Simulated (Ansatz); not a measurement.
System: BAs (model structure, started from the CdTe type, P6₄22, No. 181, 6 atoms in the cell). Method: LDA (plane waves, PAW; Ansatz, a program for electronic structure).

Excerpt of the program's output:

```
WARN the atoms were moved onto the symmetric positions of the space group found under crystal.symmetry.tolerance 1.0e-5 (fractional …
Crystal: 6 atoms, lattice volume = 73.825 Å³
Basis set: ecut = 520 eV, 1983 PW (Γ), exchange–correlation on 54×54×120 points (8 copies of the dense FFT grid, shifted against one another)
Bands: 33, of which v1, the nominal top of the filled ones, is band 27 counted from 1 (26 counted from 0)
Symmetry: 12 space group operations
Space group: P6422 (ITA 181), of the structure as read, at distance tolerance 4.2e-5 Å
k-points: 185 of 2592 (time reversal used)
Functional: x = slater, c = lda
SCF iter   1: F=—  HF=-14768.066903 eV  |F-HF|=—  |Δ(HF+E_count)|=         —  Δρ=9.36e-3  dr2=7.38e-2
SCF iter   2: F=—  HF=-14768.044883 eV  |F-HF|=—  |Δ(HF+E_count)|=   2.20e-2  Δρ=3.86e-3  dr2=1.10e-2
  ...
SCF iter   7: F=—  HF=-14768.040164 eV  |F-HF|=—  |Δ(HF+E_count)|=   7.00e-8  Δρ=1.72e-6  dr2=1.79e-9
SCF iter   8: F=-14768.040164 eV  HF=-14768.040164 eV  |F-HF|=1.09e-11  |Δ(HF+E_count)|=  1.60e-10  Δρ=1.85e-7  dr2=2.59e-11
SCF 1 converged in 8 iterations: F = -14768.040164 eV  dr2 = 2.59e-11
SCF converged after 8 iterations
Free energy (F): -14768.040164 eV
Internal energy: -14768.040125 eV  (E = F + TS)
E sigma→0 (E₀):  -14768.040145 eV
Fermi energy:    13.124275 eV
--- Stress (GPa, compression-positive) ---
        0.000510       0.000000      -0.000000
        0.000000       0.000510       0.000000
        0.000000      -0.000000      -0.003603
  P = ⅓ Tr σ = -0.0009 GPa (-0.009 kbar)
```

Problem. Write an input file that could have produced this run (the log leaves some choices open).

Solution. One answer among several that fit: 
Ansatz 0.2 input:
```yaml
crystal:
  lattice:
    - [3.4053778377, 0.0000002643, 0.0]
    - [-1.7026891478, 2.9491435848, 0.0]
    - [0.0, 0.0, 7.3509034329]
  atoms:
    - { symbol: B, position: [0.0, 0.499997875, 0.6666666667] }
    - { symbol: B, position: [0.500002125, 0.500002125, 0.0] }
    - { symbol: B, position: [0.499997875, 0.0, 0.3333333333] }
    - { symbol: As, position: [0.0, 0.499998381, 0.1666666667] }
    - { symbol: As, position: [0.500001619, 0.500001619, 0.5] }
    - { symbol: As, position: [0.499998381, 0.0, 0.8333333333] }
basis:
  ecutwfc: 520
  ecutrho_ratio: 4
  xc_grid: 2
kpoints:
  mp_grid: { grid: [18, 18, 8] }
  band_path:
    path:
      - [0.0, 0.0, 0.0]
      - [0.05, 0.0, 0.0]
      - [0.1, 0.0, 0.0]
      - [0.15, 0.0, 0.0]
      - [0.2, 0.0, 0.0]
      - [0.25, 0.0, 0.0]
      - [0.3, 0.0, 0.0]
      - [0.35, 0.0, 0.0]
      - [0.4, 0.0, 0.0]
      - [0.45, 0.0, 0.0]
      - [0.5, 0.0, 0.0]
      - [0.466667, 0.066667, 0.0]
      - [0.433333, 0.133333, 0.0]
      - [0.4, 0.2, 0.0]
      - [0.366667, 0.266667, 0.0]
      - [0.333333, 0.333333, 0.0]
      - [0.305556, 0.305556, 0.0]
      - [0.277778, 0.277778, 0.0]
      - [0.25, 0.25, 0.0]
      - [0.222222, 0.222222, 0.0]
      - [0.194444, 0.194444, 0.0]
      - [0.166667, 0.166667, 0.0]
      - [0.138889, 0.138889, 0.0]
      - [0.111111, 0.111111, 0.0]
      - [0.083333, 0.083333, 0.0]
      - [0.055556, 0.055556, 0.0]
      - [0.027778, 0.027778, 0.0]
      - [0.0, 0.0, 0.166667]
      - [0.0, 0.0, 0.333333]
      - [0.0, 0.0, 0.5]
      - [0.05, 0.0, 0.5]
      - [0.1, 0.0, 0.5]
      - [0.15, 0.0, 0.5]
      - [0.2, 0.0, 0.5]
      - [0.25, 0.0, 0.5]
      - [0.3, 0.0, 0.5]
      - [0.35, 0.0, 0.5]
      - [0.4, 0.0, 0.5]
      - [0.45, 0.0, 0.5]
      - [0.5, 0.0, 0.5]
      - [0.466667, 0.066667, 0.5]
      - [0.433333, 0.133333, 0.5]
      - [0.4, 0.2, 0.5]
      - [0.366667, 0.266667, 0.5]
      - [0.333333, 0.333333, 0.5]
      - [0.305556, 0.305556, 0.5]
      - [0.277778, 0.277778, 0.5]
      - [0.25, 0.25, 0.5]
      - [0.222222, 0.222222, 0.5]
      - [0.194444, 0.194444, 0.5]
      - [0.166667, 0.166667, 0.5]
      - [0.138889, 0.138889, 0.5]
      - [0.111111, 0.111111, 0.5]
      - [0.083333, 0.083333, 0.5]
      - [0.055556, 0.055556, 0.5]
      - [0.027778, 0.027778, 0.5]
      - [0.5, 0.0, 0.333333]
      - [0.5, 0.0, 0.166667]
      - [0.333333, 0.333333, 0.333333]
      - [0.333333, 0.333333, 0.166667]
    npoints: 1
hamiltonian:
  xc: lda
  dispersion: none
  pseudopotentials: { kind: paw }
scf:
  occupations: { method: fermi_dirac, width: 0.05 }
  convergence: { dr2_threshold: 0.0000000006 }
output:
  forces: true
  stress: true
  eigenvalues: true
  write_bands: true
```

The PAW data were made under PBE.

Note: the relaxation could raise the start's symmetry but not lower it, so the cell can be a saddle point.

A model structure was made by putting elements into a prototype or built by hand; it is no filed structure, need not be a known phase, and can be a saddle point held by its symmetry.
